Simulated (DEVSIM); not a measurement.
Structure: Ti/Si3N4/p-Ge capacitor, at 300 K.

```
layer (left to right)  material  thickness (nm)  Na (cm⁻³)
---------------------  --------  --------------  ---------
1                         Si3N4            3.50          -
2                            Ge             460     1.7e18
```

Metal gate on the left, work function 4.33 eV. Fixed charge at the semiconductor interface 0 cm⁻² (in units of +e); no interface traps.

Constants are typed, rounded textbook-type inputs, not results; the design itself was drawn at random and stands for no fabricated device. Values at 300 K.

```tsv
parameter	Si3N4	Ge
gap (eV)	5.1	0.664
affinity (eV)	2.1	4
permittivity	7.5	16
Nc (cm⁻³)	-	1.04e19
Nv (cm⁻³)	-	6e18
```

Model (solved in DEVSIM): 1D Poisson equation in equilibrium, Boltzmann statistics, complete ionisation; no quantum confinement or tunnelling. Metal contacts follow the ideal Schottky-Mott rule: no Fermi-level pinning, no interface dipoles.

The Si3N4 thickness was swept, all else fixed.

| Si3N4 thickness (μm) | minimum of the low-frequency capacitance (μF/cm²) | capacitance of the dielectric stack (μF/cm²) |
|---|---|---|
| 0.0014 | 0.583 | 4.74 |
| 0.0019 | 0.572 | 3.50 |
| 0.0024 | 0.534 | 2.77 |
| 0.003 | [?] | 2.21 |
| 0.0035 | 0.491 | 1.90 |
| 0.0042 | 0.470 | 1.58 |

Q: Some entries are withheld; supply them.

A: 
- 0.003, minimum of the low-frequency capacitance (μF/cm²): 0.520
